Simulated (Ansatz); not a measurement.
Results of PBEsol (plane waves, PAW; Ansatz, a program for electronic structure) for PbZrO3 (Pm-3m, No. 221, 5 atoms in the cell; start mp-1068577; cubic high-temperature phase).

Numerical settings: plane-wave cutoff 500 eV, 10×10×10 k mesh, Fermi–Dirac smearing 0.05 eV, scalar-relativistic PAW data made under PBE.

Cell (relaxed at this level):

```cif
data_O3PbZr
_chemical_formula_sum 'Zr1 Pb1 O3'
_space_group_name_H-M_alt 'Pm-3m'
_space_group_IT_number 221
_space_group_name_Hall '-P 4 2 3'
_cell_length_a 4.14119
_cell_length_b 4.14119
_cell_length_c 4.14119
_cell_angle_alpha 90.000
_cell_angle_beta 90.000
_cell_angle_gamma 90.000
loop_
_atom_site_label
_atom_site_type_symbol
_atom_site_symmetry_multiplicity
_atom_site_Wyckoff_symbol
_atom_site_fract_x
_atom_site_fract_y
_atom_site_fract_z
_atom_site_occupancy
Zr1 Zr 1 a 0.00000 0.00000 0.00000 1
Pb1 Pb 1 b 0.50000 0.50000 0.50000 1
O1 O 3 d 0.00000 0.00000 0.50000 1
```

Predict the band gap.


- band gap = 2.34 eV (on the SCF k mesh)

Note: the relaxation could not lower the start's symmetry, so the cell can be a saddle point above a distorted one.

Spin–orbit coupling is not included; with these elements it can move the gap by several tenths of an eV or more.

Computed values are for the static lattice.

A start named mp-… is a Materials Project structure, which need not be a measured phase.
